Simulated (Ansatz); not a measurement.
Take W in the bcc (W type) structure (space group Im-3m, No. 229; a = 3.1542 Å; relaxed with 0.1 eV smearing) as the base.

Computed with Ansatz (a quantum-chemistry and plane-wave program) PBEsol, scalar-relativistic without spin-orbit coupling.

Before the change:

* **Band gap**: zero
* **Pressure**: 0.0 GPa

Perturbation: every lattice vector is stretched by 1.00 %; the atoms relax in the strained cell.

### Question
Predict the new band gap.

### Answer
The band gap stays zero.

### Question
Estimate the effect on the energy relative to the base.

### Answer
The energy grows by 14 meV/atom.

### Question
Estimate the effect on the pressure.

### Answer
The pressure goes from zero to -9.1 GPa.

Stability against distortions was not tested. The final runs are not spin-polarised.
